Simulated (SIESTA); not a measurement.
SIESTA run on Ti (P1, 3 atoms in the cell): self-consistent single point.

Method: LDA PW92, numerical atomic orbitals TZP, PseudoDojo LDA standard norm-conserving potentials (rewritten from UPF to PSML) in SIESTA 5.4.2.

```
Ti
1.0
    4.56737     0.00000     0.00000
   -2.28369     3.95546     0.00000
    0.00000     0.00000     2.82624
Ti
3
Direct
  0.00179   0.00843   0.02665
  0.31972   0.65167   0.49430
  0.67849   0.33990   0.47906
```

Reference input (self-consistent single point, DFT, GGA PBEsol, numerical atomic orbitals TZP, PseudoDojo PBEsol standard norm-conserving potentials (rewritten from UPF to PSML)): XC.functional = GGA; XC.authors = PBEsol; potentials = PseudoDojo PBEsol standard; PAO.BasisSize = TZP; PAO.EnergyShift = 0.005 Ry; MeshCutoff = 350 Ry; kgrid.MonkhorstPack = 5 5 7; OccupationFunction = FD; ElectronicTemperature = 0.136 eV; MaxSCFIterations = 150; SCF.Mixer.Method = Pulay; SCF.Mixer.Weight = 0.1. This run's input differs from it in these lines:

```diff
@@ -1,2 +1,2 @@
-# files in the folder: Ti.psml (PseudoDojo PBEsol standard)
+# files in the folder: Ti.psml (PseudoDojo LDA standard)
 SystemName  Ti
@@ -22,4 +22,4 @@
 
-XC.functional                GGA
-XC.authors                   PBEsol
+XC.functional                LDA
+XC.authors                   PW92
 PAO.BasisSize                TZP
```

Output, abridged:

```
        iscf     Eharris(eV)        E_KS(eV)     FreeEng(eV)     dDmax    Ef(eV) dHmax(eV)
   scf:    1    -4811.545291    -4841.509336    -4841.664626  1.598189 -6.115648  6.578680
   scf:    2    -4842.978768    -4842.316689    -4842.488536  0.076301 -6.286602  3.971039
   scf:    3    -4843.916584    -4843.207861    -4843.405676  0.125766 -6.629847  1.864182
   scf:    4    -4843.532964    -4843.450650    -4843.673034  0.101138 -6.953445  0.240042
   scf:    5    -4843.453350    -4843.453627    -4843.674458  0.008739 -6.943856  0.134123
   [... 4 lines left out ...]
   scf:   10    -4843.453407    -4843.453340    -4843.675839  0.001260 -6.950601  0.018110
   scf:   11    -4843.453291    -4843.453316    -4843.675838  0.000151 -6.951087  0.017496
   scf:   12    -4843.453114    -4843.453220    -4843.675848  0.000286 -6.951764  0.000057
   scf:   13    -4843.453221    -4843.453220    -4843.675848  0.000005 -6.951769  0.000071
SCF Convergence by DM+H criterion
max |DM_out - DM_in|         :     0.0000047761
max |H_out - H_in|      (eV) :     0.0000705009
SCF cycle converged after 13 iterations

Using DM_out to compute the final energy and forces

siesta: E_KS(eV) =            -4843.4532

siesta: E_KS - E_eggbox =     -4843.4532

siesta: Atomic forces (eV/Ang):
     1    0.054539   -0.152883   -0.545202
     2    0.223605    0.294944    0.229523
     3   -0.275003   -0.139959    0.314812
   Tot    0.003142    0.002101   -0.000867
   Max    0.545202
   Res    0.280394    sqrt( Sum f_i^2 / 3N )
   Max    0.545202    constrained

Stress tensor Voigt[x,y,z,yz,xz,xy] (kbar):       86.84       87.13       82.34       -2.52        1.23       -1.78
(Free)E + p*V (eV/cell)    -4846.3986
Target enthalpy (eV/cell)    -4843.6758

   [... lines left out ...]
siesta: FreeEng =     -4843.675848
siesta: Cell volume =         51.058965 Ang**3
siesta:         -85.43763961        -91.95271208  kBar
   [... lines left out ...]
              0.365   0.294   0.671   0.553   0.607   0.578   0.711  -0.110

             -0.092  -0.107  -0.095  -0.111   0.033   0.024   0.078   0.025

              0.020

mulliken: Qtot =       36.000

Mulliken Atomic Populations:
Atom #   charge [q] valence [e]  Species
     1     0.133886   11.866114  Ti
     2    -0.065141   12.065141  Ti
     3    -0.068745   12.068745  Ti
 Total    -0.000000
```

The run converged in 13 iterations. Against the reference run the pressure goes from -4.31 to -8.54 GPa and the largest force goes from 0.628 to 0.569 eV/Å.

The starting cell comes from a database of computed structures (which also holds hypothetical and non-ambient phases and stackings), without a prior relaxation at this level. Its atoms were displaced at random from the sites of space group no. 191. Spin polarisation is off. Values carry the incompleteness of an atom-centred basis. With a pressure of about -9 GPa the cell is away from its equilibrium volume at this level.

Cost on one core of a shared machine: roughly 50 s.
